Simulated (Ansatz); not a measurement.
Take Cu3N (space group Pm-3m, No. 221) as the base.

```
CELL_PARAMETERS angstrom
      3.82686     0.00000     0.00000
      0.00000     3.82686     0.00000
      0.00000     0.00000     3.82686
ATOMIC_POSITIONS crystal
  Cu 0.50000 0.00000 0.00000
  Cu 0.00000 0.50000 0.00000
  Cu 0.00000 0.00000 0.50000
  N  0.00000 0.00000 0.00000
```

Cartesian axes are those of the cell as printed.

Method: Kohn–Sham DFT with the PBE functional, run in Ansatz (a quantum-chemistry and plane-wave program) with PAW and 420 eV plane waves, no spin-orbit coupling.

Before the change:

The volume per atom comes out as 14.01 Å³.

It is then changed as follows: compressive biaxial strain of 1.80 % in the plane normal to [001], as in epitaxy on a mismatched substrate; the out-of-plane cell vector and the atoms relax.

Q: Estimate the effect on the volume per atom.

A: The volume per atom shrinks by 0.38 Å³, from 14.01 Å³ to 13.63 Å³.

Q: What does the calculation give for the in-plane stress after the change?

A: The mean in-plane stress (compression positive) amounts to +5.4 GPa.

Q: Estimate the effect on the energy relative to the base.

A: The energy increases by 8.2 meV/atom.

No phonon test of stability was made. The final runs are not spin-polarised.
